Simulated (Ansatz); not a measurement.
Band structure of Hg3Pt (I4/mmm, 4 atoms in the cell).

```yaml
crystal:
  lattice:
    - [-2.10218, 2.10218, 4.63253]
    - [2.10218, -2.10218, 4.63253]
    - [2.10218, 2.10218, -4.63253]
  atoms:
    - { symbol: Hg, position: [0.75000, 0.25000, 0.50000] }
    - { symbol: Hg, position: [0.25000, 0.75000, 0.50000] }
    - { symbol: Hg, position: [0.50000, 0.50000, 0.00000] }
    - { symbol: Pt, position: [0.00000, 0.00000, 0.00000] }
```

Level of theory: LDA (PW92), PAW files made with PBE (plane waves; Ansatz, an electronic-structure program).

Settings: basis.ecutwfc = 420 eV; kpoints.mp_grid.grid = 8 8 8; hamiltonian.xc = lda; hamiltonian.pseudopotentials = {kind: paw} (the program's default PAW files); scf.occupations.method = fermi_dirac; scf.occupations.width = 0.1 eV; kpoints.band_path.npoints = 8.

The starting cell comes from a database of computed structures (which also holds hypothetical and non-ambient phases and stackings), without a prior relaxation at this level. Spin-orbit coupling is off. Spin polarisation is off.

Levels in eV from the Fermi level, bands 36 to 43:
```json
[
 {"point": "Γ", "36": "-2.20", "37": "-1.36", "38": "-0.88", "39": "1.31", "40": "1.61", "41": "3.50", "42": "3.78", "43": "3.78"},
 {"point": "X", "36": "-2.23", "37": "-1.89", "38": "-1.72", "39": "-1.38", "40": "-0.58", "41": "0.28", "42": "0.93", "43": "4.55"},
 {"point": "Y", "36": "-2.24", "37": "-2.19", "38": "-1.67", "39": "-1.64", "40": "-0.45", "41": "1.51", "42": "2.38", "43": "4.69"},
 {"point": "S", "36": "-2.05", "37": "-1.93", "38": "-1.75", "39": "-1.69", "40": "1.54", "41": "3.55", "42": "4.61", "43": "6.50"},
 {"point": "Z", "36": "-1.80", "37": "-1.80", "38": "-1.39", "39": "0.41", "40": "0.41", "41": "2.49", "42": "3.60", "43": "7.26"},
 {"point": "S1", "36": "-2.05", "37": "-1.93", "38": "-1.75", "39": "-1.69", "40": "1.54", "41": "3.55", "42": "4.61", "43": "6.50"},
 {"point": "N", "36": "-2.11", "37": "-1.97", "38": "-1.71", "39": "-1.48", "40": "0.35", "41": "4.57", "42": "4.88", "43": "5.46"},
 {"point": "P", "36": "-2.07", "37": "-2.07", "38": "-1.72", "39": "-0.84", "40": "-0.64", "41": "1.99", "42": "2.14", "43": "2.14"},
 {"point": "Y1", "36": "-2.24", "37": "-2.19", "38": "-1.67", "39": "-1.64", "40": "-0.45", "41": "1.51", "42": "2.38", "43": "4.69"}
]
```

Bands cross the Fermi level along this path, so the cell is metallic at this level.

Keys are those of Ansatz 0.2.
